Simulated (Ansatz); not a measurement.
Subject: the formation energy of the neutral Al_Si in SiC (4H, P6₃mc). Reaction: 100 SiC (4H) + Al (fcc) → cell A + Si (diamond).

Cell A: a supercell of 200 sites of SiC (4H, P6₃mc) with Al on a Si site (4 C at 1.98 Å); an odd number of electrons; spin state with PBE: no moments, k-point mesh 2×2×2.
```xyz
200
Lattice="15.4706 0.0000 0.0000 -7.7353 13.3979 0.0000 0.0000 0.0000 10.1293" Properties=species:S:1:pos:R:3 pbc="T T T"
Si     1.5468     0.8933     9.5014
Si    -0.0007     1.7868     4.4352
Si     0.0014     0.0046     6.9639
Si    -0.0006    -0.0003     1.9011
C      1.5472     0.8931     7.5950
C     -0.0006     1.7867     2.5292
C      0.0003     0.0018     5.0708
C      0.0002     0.0014     0.0083
Si     0.0004     3.5728     9.5015
Si    -1.5464     4.4664     4.4376
Si    13.9227     2.6800     6.9658
Si    13.9236     2.6796     1.9007
C     -0.0014     3.5721     7.5946
C     -1.5477     4.4656     2.5305
C     13.9234     2.6797     5.0721
C     13.9231     2.6798     0.0076
Si    -1.5468     6.2527     9.5015
Si    -3.0941     7.1447     4.4352
Si    12.3765     5.3583     6.9658
Si    12.3765     5.3592     1.9007
C     -1.5484     6.2515     7.5946
C     -3.0941     7.1449     2.5292
C     12.3765     5.3590     5.0721
C     12.3765     5.3587     0.0076
Si    -3.0941     8.9317     9.5014
Si    -4.6418     9.8248     4.4365
Si    -4.6365     8.0376     6.9639
Si    -4.6417     8.0384     1.9011
C     -3.0941     8.9321     7.5950
C     -4.6410     9.8253     2.5290
C     -4.6395     8.0382     5.0708
C     -4.6399     8.0382     0.0083
Si    -4.6414    11.6114     9.5007
Si    -6.1889    12.5043     4.4365
Si    -6.1882    10.7184     6.9650
Si    -6.1901    10.7173     1.8997
C     -4.6394    11.6126     7.5939
C     -6.1880    12.5049     2.5290
C     -6.1875    10.7188     5.0712
C     -6.1878    10.7186     0.0056
Si     4.6412     0.8934     9.5007
Si     3.0941     1.7871     4.4365
Si    -4.6418    13.3983     6.9646
Si    -4.6413    13.3980     1.9004
C      4.6412     0.8911     7.5939
C      3.0941     1.7862     2.5290
C     -4.6412    13.3980     5.0711
C     -4.6412    13.3979     0.0067
Si     3.0929     3.5722     9.4974
Si     1.5493     4.4680     4.4390
Si     1.5437     2.6761     6.9639
Si     1.5470     2.6802     1.9011
C      3.0845     3.5574     7.5921
C      1.5444     4.4638     2.5326
C      1.5457     2.6784     5.0708
C      1.5459     2.6787     0.0083
Si     1.5489     6.2535     9.5010
Si     0.0029     7.1465     4.4390
Si     0.0031     5.3610     6.9667
Si     0.0006     5.3595     1.9015
C      1.5470     6.2523     7.5954
C     -0.0032     7.1444     2.5326
C     -0.0006     5.3588     5.0734
C     -0.0011     5.3585     0.0082
Si    -0.0011     8.9312     9.4974
Si    -1.5464     9.8248     4.4365
Si    -1.5517     8.0376     6.9639
Si    -1.5465     8.0384     1.9011
C     -0.0181     8.9313     7.5921
C     -1.5473     9.8253     2.5290
C     -1.5488     8.0382     5.0708
C     -1.5484     8.0382     0.0083
Si    -1.5469    11.6114     9.5007
Si    -3.0941    12.5047     4.4365
Si    -3.0941    10.7176     6.9646
Si    -3.0941    10.7182     1.9004
C     -1.5489    11.6126     7.5939
C     -3.0941    12.5047     2.5290
C     -3.0941    10.7183     5.0711
C     -3.0941    10.7183     0.0067
Si     7.7355     0.8933     9.5014
Si     6.1882     1.7871     4.4365
Si    -1.5464    13.3983     6.9646
Si    -1.5469    13.3980     1.9004
C      7.7352     0.8931     7.5950
C      6.1882     1.7862     2.5290
C     -1.5470    13.3980     5.0711
C     -1.5471    13.3979     0.0067
Si     6.1894     3.5722     9.4974
Si     4.6412     4.4688     4.4380
Si     4.6412     2.6795     6.9650
Si     4.6412     2.6818     1.8997
C      6.1978     3.5574     7.5921
C      4.6412     4.4659     2.5296
C      4.6412     2.6787     5.0712
C      4.6412     2.6791     0.0056
Si     4.6412     6.2389     9.4924
Si     3.1049     7.1518     4.4266
Si     3.1029     5.3537     6.9710
Si     3.0915     5.3588     1.8986
C      4.6412     6.1597     7.6278
C      3.0861     7.1409     2.5164
C      3.0938     5.3596     5.0720
C      3.0889     5.3536     0.0124
Si     3.0825     8.9387     9.4924
Si     1.5495     9.8237     4.4380
Si     1.5467     8.0491     6.9710
Si     1.5455     8.0367     1.8986
C      3.0139     8.9783     7.6278
C      1.5470     9.8252     2.5296
C      1.5473     8.0383     5.0720
C      1.5396     8.0370     0.0124
Si     1.5472    11.6128     9.4974
Si     0.0006    12.5043     4.4365
Si    -0.0001    10.7184     6.9650
Si     0.0019    10.7173     1.8997
C      1.5385    11.6276     7.5921
C     -0.0002    12.5049     2.5290
C     -0.0008    10.7188     5.0712
C     -0.0004    10.7186     0.0056
Si    10.8293     0.8929     9.5015
Si     9.2831     1.7868     4.4352
Si     9.2810     0.0046     6.9639
Si     9.2829    -0.0003     1.9011
C     10.8295     0.8948     7.5946
C      9.2830     1.7867     2.5292
C      9.2820     0.0018     5.0708
C      9.2822     0.0014     0.0083
Si     9.2820     3.5728     9.5015
Si     7.7331     4.4680     4.4390
Si     7.7386     2.6761     6.9639
Si     7.7354     2.6802     1.9011
C      9.2838     3.5721     7.5946
C      7.7379     4.4638     2.5326
C      7.7367     2.6784     5.0708
C      7.7364     2.6787     0.0083
Si     7.7334     6.2535     9.5010
Si     6.1774     7.1518     4.4266
Si     6.1795     5.3537     6.9710
Si     6.1908     5.3588     1.8986
C      7.7354     6.2523     7.5954
C      6.1963     7.1409     2.5164
C      6.1885     5.3596     5.0720
C      6.1935     5.3536     0.0124
Si     6.1999     8.9387     9.4924
Si     4.6412     9.8127     4.4266
Al     4.6412     8.0388     6.9697
Si     4.6412     8.0388     1.8931
C      6.2685     8.9783     7.6278
C      4.6412     9.8345     2.5164
C      4.6412     8.0388     4.9877
C      4.6412     8.0388    10.1266
Si     4.6412    11.6094     9.5010
Si     3.0948    12.5018     4.4390
Si     3.0850    10.7135     6.9710
Si     3.0951    10.7208     1.8986
C      4.6412    11.6116     7.5954
C      3.0936    12.5081     2.5326
C      3.0946    10.7184     5.0720
C      3.0920    10.7257     0.0124
Si    13.9237     0.8929     9.5015
Si    12.3765     1.7856     4.4376
Si    12.3765    -0.0036     6.9667
Si    12.3765    -0.0006     1.9015
C     13.9234     0.8948     7.5946
C     12.3765     1.7871     2.5305
C     12.3765     0.0007     5.0734
C     12.3765     0.0013     0.0082
Si    12.3765     3.5728     9.5015
Si    10.8288     4.4664     4.4376
Si    10.8302     2.6800     6.9658
Si    10.8294     2.6796     1.9007
C     12.3765     3.5728     7.5946
C     10.8301     4.4656     2.5305
C     10.8296     2.6797     5.0721
C     10.8299     2.6798     0.0076
Si    10.8292     6.2527     9.5015
Si     9.2795     7.1465     4.4390
Si     9.2793     5.3610     6.9667
Si     9.2818     5.3595     1.9015
C     10.8307     6.2515     7.5946
C      9.2855     7.1444     2.5326
C      9.2829     5.3588     5.0734
C      9.2835     5.3585     0.0082
Si     9.2834     8.9312     9.4974
Si     7.7329     9.8237     4.4380
Si     7.7357     8.0491     6.9710
Si     7.7369     8.0367     1.8986
C      9.3005     8.9313     7.5921
C      7.7354     9.8252     2.5296
C      7.7351     8.0383     5.0720
C      7.7427     8.0370     0.0124
Si     7.7352    11.6128     9.4974
Si     6.1876    12.5018     4.4390
Si     6.1974    10.7135     6.9710
Si     6.1872    10.7208     1.8986
C      7.7438    11.6276     7.5921
C      6.1888    12.5081     2.5326
C      6.1877    10.7184     5.0720
C      6.1904    10.7257     0.0124
```

Reference: Si (diamond, Fd-3m), 2 atoms in the cell, k-point mesh 10×10×10 on the run's own vectors. Conventional cell: a = b = c = 5.4700 Å, α = β = γ = 90.00°.

Reference: SiC (4H, P6₃mc), 200 atoms in the cell, the relaxed perfect crystal repeated, atoms not moved again, k-point mesh 2×2×2 on the run's own vectors.

Reference: Al (fcc, Fm-3m), 1 atom in the cell, k-point mesh 26×26×26 on the run's own vectors. Conventional cell: a = 4.0416 Å, b = 4.0416 Å, c = 4.0416 Å, α = 90.00°, β = 90.00°, γ = 90.00°.

All numbers come from Ansatz (an electronic-structure program), plane waves with PAW, its default PAW set, cutoff 420 eV. The structures are at rest with PBE, within the held lattices. Neutral cells; Fermi-Dirac smearing of at most 0.10 eV in the solids, energies taken to zero width. Larger cells are relaxed from a start prepared with the learned potential CHGNet, on a coarser mesh till forces fall under 0.03 eV/Å, which some starts already meet. A dispersion term (D3(BJ), or D4 for r2SCAN) was computed beside these levels and is taken off wherever the name lacks it. Space groups of crystals are read within 0.01 Å. Static lattices, no vibrational contributions. Cells are local rest points, mostly with their start's symmetry. No correction for cell size. Mesh and cell size may move defect energies by 0.1 eV or more. The value holds for the reservoirs listed; other chemical potentials shift it. Cell A has symmetry P3m1 within 0.02 Å and got no random move, so less symmetric positions, which may lie lower, weren't tried.

### Question
Give the value at the level PBE.

### Answer
1.66 eV, for 100 SiC (4H) + Al (fcc) → cell A + Si (diamond).
